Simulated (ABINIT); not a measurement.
**Pressure against volume in hcp Mg (space group 194) (ABINIT, PBE)**

```
Mg
1.0
    3.15292     0.00000     0.00000
   -1.57646     2.73051     0.00000
    0.00000     0.00000     5.11736
Mg
2
Direct
  0.66667   0.33333   0.75000
  0.33333   0.66667   0.25000
```

Computed with PBE, norm-conserving pseudopotentials (PseudoDojo nc-sr-05 PBE standard) (plane waves; ABINIT 10.0.3). Settings: pseudos = [Mg.upf]; ecut = 55 Ha; occopt = 3; tsmear = 0.05 eV; ngkpt = 18 18 9; nshiftk = 1; shiftk = 0 0 0; potentials = PseudoDojo nc-sr-05 PBE standard; nband = 15; kptopt = 1; nstep = 100; tolvrs = 1e-12. The cell above is the first row's. The rows scale it uniformly. In all rows fractional positions and the k mesh are held.

```
V (Å^3/atom)  P (GPa)
------------  -------
22.028              ?
22.507           0.74
22.986          -0.05
23.465          -0.75
23.943          -1.39
24.422          -1.97
24.901          -2.48
25.380          -2.95
25.859          -3.36
```

Task: Fit P against V with a cubic, and predict the withheld value at V = 22.028.

Result: With u = V - 24.2, the rows have u = -1.6930, -1.2140, -0.7350, -0.2570, 0.2220, 0.7010, 1.1800, 1.6590. Least squares gives P = -1.708 - 1.1962·u + 0.1334·u² - 0.00791·u³. Residuals (row less fit): 0.002, -0.005, 0.004, 0.002, -0.003, 0.004, -0.003, 0.001; standard error 0.004 (degrees of freedom: 4). The fitted pressure is zero at V0 = 22.96, where dP/dV = -1.564, so B0 = -V0·dP/dV = 35.9 GPa. At the withheld row, u = -2.1720, so P = -1.708 - 1.1962 × (-2.1720) + 0.1334 × (-2.1720)² - 0.00791 × (-2.1720)³ = 1.601 GPa. The calculation gives 1.62 GPa, 0.019 GPa above the prediction (0.4 % of the range of P in the table). The row lies outside the fitted rows, so this is an extrapolation. From the scatter of the fitted rows alone, a prediction at this place has a standard error of 0.012 GPa, so the miss is 1.6 times that.

Carrying the step between the two nearest rows on in a straight line would have given 1.53, off by 0.09; series whose last step already gives the withheld value aren't shown. The scan was laid around a cell of about the measured size, scaled by a guess for this functional; axis ratios and inner coordinates come from that cell. The runs keep the symmetry of the cell, so they don't test it for distortions. The shape of the cell and the inner coordinates aren't relaxed, so V0 and B0 belong to this uniform scaling; a relaxed crystal lies no higher in energy and is usually softer. Cutoffs and mesh are single choices, not tested for convergence of this quantity. Series with a scatter that would blur these digits, or in which a gap closes, are not shown.
